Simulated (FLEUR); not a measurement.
# Input and output of a self-consistent single point for InSb (F-43m, 2 atoms in the cell) (FLEUR)

Level of theory: revPBE, all-electron FLAPW (FLEUR), scalar-relativistic valence.

Input:

Input of the input generator:

```
InSb
&input film=f /
0.0000000000 6.3050901121 6.3050901121
6.3050901121 0.0000000000 6.3050901121
6.3050901121 6.3050901121 0.0000000000
1.0
1.0 1.0 1.0

2
49 0.0000000000 0.0000000000 0.0000000000
51 0.2500000000 0.2500000000 0.2500000000

&comp jspins=1 /
&exco xctyp='rpbe' /
&kpt div1=8 div2=8 div3=8 gamma=t /
&end /
```

```xml
<?xml version="1.0" encoding="UTF-8" standalone="no"?>
<fleurInput fleurInputVersion="0.39">
   <comment>
      InSb                                                                                                
   </comment>
   <calculationSetup>
      <cutoffs Kmax="4.0" Gmax="16.0" GmaxXC="16.0" numbands="0"/>
      <scfLoop itmax="60" minDistance="0.00001" maxIterBroyd="15" imix="Anderson" alpha="0.05" precondParam="0.0" spinf="2.0"/>
      <coreElectrons ctail="T" frcor="F" kcrel="0" coretail_lmax="0"/>
      <xcFunctional name="rpbe" relativisticCorrections="F"/>
      <magnetism jspins="1"/>
      <soc l_soc="F" theta="0.0" phi="0.0" spav="F"/>
      <expertModes spex="0" secvar="F"/>
      <geometryOptimization l_f="T" forcealpha="1.0" forcemix="BFGS" epsdisp="0.00001" epsforce="0.00001"/>
      <ldaU l_linMix="F" mixParam="0.05" spinf="1.0"/>
   </calculationSetup>
   <cell>
      <bzIntegration valenceElectrons="28.0" mode="hist" fermiSmearingEnergy="0.00499791">
         <kPointListSelection listName="default-1"/>
         <!-- k-points included here -->
         <xi:include xmlns:xi="http://www.w3.org/2001/XInclude" href="kpts.xml"> </xi:include>
      </bzIntegration>
      <!-- symmetry operations included here -->
      <xi:include xmlns:xi="http://www.w3.org/2001/XInclude" href="sym.xml"> </xi:include>
      <bulkLattice scale="1.0">
         <bravaisMatrix>
            <row-1>    0.0000000000000000     6.3050901121000003     6.3050901121000003</row-1>
            <row-2>    6.3050901121000003     0.0000000000000000     6.3050901121000003</row-2>
            <row-3>    6.3050901121000003     6.3050901121000003     0.0000000000000000</row-3>
         </bravaisMatrix>
      </bulkLattice>
   </cell>
   <atomSpecies>
      <species name="Indium (In)" element="In" atomicNumber="49">
         <mtSphere radius="2.50" gridPoints="879" logIncrement="0.015"/>
         <atomicCutoffs lmax="10" lnonsphr="8"/>
         <electronConfig flipSpins="F">
            <coreConfig>(1s1/2) (2s1/2) (2p1/2) (2p3/2) (3s1/2) (3p1/2) (3p3/2) (4s1/2) (3d3/2) (3d5/2) (4p1/2) (4p3/2)</coreConfig>
            <valenceConfig>(5s1/2) (4d3/2) (4d5/2) (5p1/2) (5p3/2)</valenceConfig>
            <stateOccupation state="(5p1/2)" spinUp="0.1666666666667" spinDown="0.1666666666667"/>
            <stateOccupation state="(5p3/2)" spinUp="0.3333333333333" spinDown="0.3333333333333"/>
         </electronConfig>
         <energyParameters s="5" p="5" d="5" f="4"/>
         <lo type="SCLO" l="2" n="4" eDeriv="0"/>
      </species>
      <species name="Antimony (Sb)" element="Sb" atomicNumber="51">
         <mtSphere radius="2.50" gridPoints="879" logIncrement="0.015"/>
         <atomicCutoffs lmax="10" lnonsphr="8"/>
         <electronConfig flipSpins="F">
            <coreConfig>(1s1/2) (2s1/2) (2p1/2) (2p3/2) (3s1/2) (3p1/2) (3p3/2) (4s1/2) (3d3/2) (3d5/2) (4p1/2) (4p3/2)</coreConfig>
            <valenceConfig>(5s1/2) (4d3/2) (4d5/2) (5p1/2) (5p3/2)</valenceConfig>
            <stateOccupation state="(5p1/2)" spinUp="0.5" spinDown="0.5"/>
            <stateOccupation state="(5p3/2)" spinUp="1.0" spinDown="1.0"/>
         </electronConfig>
         <energyParameters s="5" p="5" d="5" f="4"/>
         <lo type="SCLO" l="2" n="4" eDeriv="0"/>
      </species>
   </atomSpecies>
   <atomGroups>
      <atomGroup species="Indium (In)">
         <relPos label="                   1">.0000000000 .0000000000 .0000000000</relPos>
         <force calculate="T" relaxXYZ="TTT"/>
      </atomGroup>
      <atomGroup species="Antimony (Sb)">
         <relPos label="                   2">1.000/4.000 1.000/4.000 1.000/4.000</relPos>
         <force calculate="T" relaxXYZ="TTT"/>
      </atomGroup>
   </atomGroups>
   <output dos="F" band="F" slice="F">
      <checks vchk="F" cdinf="F"/>
      <bandDOS minEnergy="-.5*Htr" maxEnergy="0.5*Htr" sigma="0.015" storeEVData="T"/>
      <vacuumDOS vacdos="F" integ="F" star="F" nstars="0" locx1="0.0" locy1="0.0" locx2="0.0" locy2="0.0" nstm="0" tworkf="0.0"/>
      <unfoldingBand unfoldBand="F" supercellX="1" supercellY="1" supercellZ="1"/>
      <plotting iplot="0" polar="F">
         <plot TwoD="T" vec1="  1.0  0.0  0.0" vec2="  0.0  1.0  0.0" vec3="  0.0  0.0  1.0" zero="  0.0  0.0  0.0" file="plot"/>
      </plotting>
      <chargeDensitySlicing numkpt="0" minEigenval="0.0" maxEigenval="0.0" nnne="0" pallst="F"/>
      <specialOutput eonly="F"/>
      <magneticCircularDichroism mcd="F" energyLo="-10.0" energyUp="0.0"/>
   </output>
  <!-- We include the file relax.xml here to enable relaxations (see documentation) -->
  <xi:include xmlns:xi="http://www.w3.org/2001/XInclude" href="relax.xml"> <xi:fallback/> </xi:include>
</fleurInput>
```

Output (repeated stretches shortened):

```
      Welcome to FLEUR        (www.flapw.de)
      MaX-Release 8.1          (www.max-centre.eu)

 ========== k-point set info ==========
 Selected k-point list: default-1
 k-point list type: mesh
 8 x 8 x 8
 Number of k points: 29

 ------------Calculation Setup---------------------------
 Number of basis functions:          570
 Iteration:     1   Distance:       4.03953423 me/bohr^3
 Iteration:     2   Distance:       3.77058068 me/bohr^3
 Iteration:     3   Distance:       1.90622272 me/bohr^3
 Iteration:     4   Distance:       0.51083665 me/bohr^3
 Iteration:     5   Distance:       0.44835944 me/bohr^3
 Iteration:     6   Distance:       0.07175967 me/bohr^3
   [... 4 lines left out ...]
 Iteration:    11   Distance:       0.00067089 me/bohr^3
 Iteration:    12   Distance:       0.00025101 me/bohr^3
 Iteration:    13   Distance:       0.00015459 me/bohr^3
 Iteration:    14   Distance:       0.00002435 me/bohr^3
 Iteration:    15   Distance:       0.00000795 me/bohr^3

 Run finished successfully
 Stop message:
   Structural relaxation: Done

[file out, last iteration]
             iter=     16
          p o t e n t i a l   g e n e r a t o r
[...]
          integral of pseudo charge density inside the slab=        0.000000   0.000000
     coulomb potential in the interstitial region:
          density-coulomb potential integrals
          total density-coulomb potenti   -20066.1104818231
          density-effective potential integrals for spin  1
          total density-effective poten   -2.0497849493E+04
          charge density-energy density integrals
          total charge density-energy d   -3.3124472069E+02
 Updated energy parameters for spin:           1
  Atom    1 5s branch from -4.08 to  0.99 htr. ; e_l = -0.0521
  Atom    1 5p branch from -2.54 to  1.66 htr. ; e_l =  0.1280
  Atom    1 5d branch from -0.30 to  2.87 htr. ; e_l =  0.3166
  Atom    1 4f branch from -9.99 to  1.94 htr. ; e_l =  0.4560
  Atom    1 4d branch from-15.56 to -0.30 htr. ; e_l(l -0.3667
  Atom    2 5s branch from -5.12 to  0.59 htr. ; e_l = -0.1933
  Atom    2 5p branch from -3.39 to  1.27 htr. ; e_l =  0.0422
  Atom    2 5d branch from -0.85 to  2.47 htr. ; e_l =  0.2512
  Atom    2 4f branch from -9.99 to  1.68 htr. ; e_l =  0.4020
  Atom    2 4d branch from-18.58 to -0.85 htr. ; e_l(l -0.8809
[...]
 fermi energy and band-weighting factors:
at   0.00000   0.00000   0.00000   k-weight:    0.001953
   22 eigenvalues :
   -0.883299   -0.883299   -0.883299   -0.882892   -0.882892   -0.368955   -0.368955   -0.368955
   -0.366673   -0.366673   -0.211650    0.139661    0.161894    0.161894    0.161894    0.272068
    0.272068    0.272068    0.376566    0.463364    0.463364    0.488320
   [... 2 blocks of this kind left out ...]

[...]
FERMIE:
          first approx. to ef    (T=0)  :   0.161894 htr   (energy of the highest occ. eigenvalue)
          number of occ. states  (T=0)  :        406
          first approx. to seigv (T=0)  : -12.459154 htr
          sum of weights of occ. states :  14.000000
          sum of semicore charge        :   0.000000 e
FERHIS:  Fermi-Energy by histogram:
          bandgap                     :   0.000000 htr
          charge neutrality (T=0)     :   0.000000    (zero if the highest occ. eigenvalue is "entirely" occupied)
     EF_NEWTON:  Adjust Fermi-Energy by Newton-Method.
               Number of iterations needed  :   5
               The error in the weight is   : -0.12449E-10
               The error in ef is           :  0.92414E-11 htr
     -->  new fermi energy            :   0.169169 htr
          valence charge              :  28.000000 e
          actual charge blw ef-8kt    :  26.925781 e
          actual charge blw ef+8kt    :  28.000000 e
          number of occ. states       :       411
          sum of the valence weights  :   14.000000
          entropy         :   0.056564 *kb htr/K =   0.00000 htr/K
          sum of val. single particle energies:       -12.4589759299 htr
 Direct bandgap for spin            1 :    3.2947952209284398E-002  Htr
 at k-point            2  with k-vector    0.0000000000000000        0.0000000000000000       0.12500000000000000
          valence density: spin= 1
[...]
     l-like charge
     atom     s        p        d        f        total
 -->  1    0.77963  0.53346  9.79365  0.00884   11.11761
 -->  2    1.26639  1.53451  9.95816  0.00554   12.76621
          total charge for spin  1=   28.000000
          interst. charge =       4.116180
          mt charge=             11.117613   12.766207
          total charge  =   28.000000
          z= 49.     r(1)=  0.476740E-05     dx= 0.015000     m.t.index= 879
               n    l     j    energy       weight
               1.   0.   0.5-1019.0317      2.0000
               2.   0.   0.5 -152.2652      2.0000
               2.   1.   0.5 -141.9568      2.0000
   [... 9 lines left out ...]
          atom type    1  (spin 1)
          kinetic energy=  0.607182328080E+04     sum of the eigenvalues= -0.354106224610E+04
          0.00441610  electrons lost from core.
          z= 51.     r(1)=  0.476740E-05     dx= 0.015000     m.t.index= 879
               n    l     j    energy       weight
               1.   0.   0.5-1112.6533      2.0000
               2.   0.   0.5 -168.9664      2.0000
               2.   1.   0.5 -158.0332      2.0000
   [... 9 lines left out ...]
          atom type    2  (spin 1)
          kinetic energy=  0.669456486731E+04     sum of the eigenvalues= -0.392009032913E+04
          0.00131535  electrons lost from core.
          total charge for spin  1=  100.000000
          interst. charge =       4.121879
          mt charge=             47.113202   48.764919
          total charge  =  100.000000
          zc=   100.000000     qfix=    1.000000
     t o t a l  e n e r g y
          sum of eigenvalues =             -7473.6115511605
          density-coulomb potential int   -20066.1104818231
          density-effective potential i   -20497.8494925021
          charge density-ex.-corr.energ     -331.2447206935
          el.-nucl. inter. diff. m.t.       7125.4327684432
          Madelung term for atom type:       -21.0340825202
          el.-nucl. inter. diff. m.t.       7855.7323045682
          Madelung term for atom type:       -25.1450092426
 ---->    total energy=                   -12367.4061850377 htr
 ---->    (input%tkb*entropy) TS=              0.0002827013 htr
 ---->    free energy=                    -12367.4064677390 htr
      extrapolation for T->0
 ---->    total electron energy=          -12367.4063263884 htr
 ***** TOTAL FORCES ON ATOMS *****
 TOTAL FORCE FOR ATOM TYPE=  1  X=  0.000   Y=  0.000   Z=  0.000
                       FX_TOT= 0.000000 FY_TOT= 0.000000 FZ_TOT= 0.000000
 TOTAL FORCE FOR ATOM TYPE=  2  X=  3.153   Y=  3.153   Z=  3.153
                       FX_TOT= 0.000000 FY_TOT= 0.000000 FZ_TOT= 0.000000
 Structural relaxation: Done
```

The run converged in 15 iterations. FLEUR gives forces in its relaxation mode, with a further iteration, so its stop message speaks of a relaxation.

The starting cell comes from a database of computed structures (which also holds hypothetical and non-ambient phases and stackings), without a prior relaxation at this level. Its lattice was rescaled by a random factor within 2.5 % of one. Spin-orbit coupling is off. Values depend on the basis (sphere radii, cutoffs, local orbitals), which need not be converged. No gap is read from this output. The log's line on a gap gives a spacing of levels on this mesh, which the program prints for metals too.

Cost on one core of a shared machine: roughly 70 s.
